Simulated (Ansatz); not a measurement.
The parent structure is BAs in the zinc blende structure (space group F-43m, No. 216; a = 4.768 Å).

Levels (all Ansatz, an electronic-structure program, PAW): PBEsol (420 eV, spin-orbit coupling left out); HSE06 (420 eV, without spin-orbit coupling).

Its gap is 1.08 eV with PBEsol and 1.82 eV with HSE06.

It is then changed as follows: cell and atoms relaxed at a pressure of 22.5 GPa.

With PBEsol the gap becomes 0.95 eV.

### Question
If the HSE06 correction stayed the same, what would the HSE06 gap be, and what does the HSE06 run give?

### Answer
A rigid correction of +0.74 eV gives 1.69 eV. The HSE06 run gives 1.69 eV, so the two effects roughly add.

Single points use the geometry relaxed with PBEsol. The hybrid gap comes from the SCF mesh plus the semilocal run's edge points and a few special points and is an upper bound. Load acts through the strain it causes; cell and atoms are relaxed under it. Stability against distortions was not tested. Competing high-pressure phases were not computed.
